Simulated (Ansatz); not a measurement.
We consider Bi2SiO5 (Cmc2₁, No. 36, 16 atoms in the cell; start mp-28144), described by LDA (PAW; Ansatz, an electronic-structure program).

Numerical settings: plane-wave cutoff 520 eV, 8×8×6 k mesh (along the axes of the cell as run), Fermi–Dirac smearing 0.01 eV, scalar-relativistic PAW data made under PBE.

Cell (relaxed with PBEsol):

```cif
data_Bi4O10Si2
_chemical_formula_sum 'Si2 Bi4 O10'
_space_group_name_H-M_alt 'P 1'
_space_group_IT_number 1
_cell_length_a 8.06529
_cell_length_b 8.06529
_cell_length_c 5.32693
_cell_angle_alpha 90.000
_cell_angle_beta 90.000
_cell_angle_gamma 39.726
loop_
_space_group_symop_operation_xyz
  'x, y, z'
loop_
_atom_site_label
_atom_site_type_symbol
_atom_site_fract_x
_atom_site_fract_y
_atom_site_fract_z
_atom_site_occupancy
Si1 Si 0.67890 0.32110 0.80037 1
Si2 Si 0.32110 0.67890 0.30037 1
Bi1 Bi 0.61366 0.05554 0.24487 1
Bi2 Bi 0.38634 0.94446 0.74487 1
Bi3 Bi 0.94446 0.38634 0.24487 1
Bi4 Bi 0.05554 0.61366 0.74487 1
O1 O 0.25964 0.24135 0.01520 1
O2 O 0.74036 0.75865 0.51520 1
O3 O 0.75865 0.74036 0.01520 1
O4 O 0.24135 0.25964 0.51520 1
O5 O 0.73422 0.08195 0.82461 1
O6 O 0.26578 0.91805 0.32461 1
O7 O 0.91805 0.26578 0.82461 1
O8 O 0.08195 0.73422 0.32461 1
O9 O 0.46926 0.53074 0.02827 1
O10 O 0.53074 0.46926 0.52827 1
```

Question: Predict the band gap and smallest direct gap on the k points sampled.

Answer: 
- band gap = 2.65 eV
- smallest direct gap on the k points sampled = 2.72 eV

Note: cell and atoms aren't relaxed at this level (largest force component 0.21 eV/Å, pressure -4.2 GPa).

Spin–orbit coupling is not included; with these elements it can move the gap by several tenths of an eV or more.

Computed values are for the static lattice.

A start named mp-… is a Materials Project structure, which need not be a measured phase.
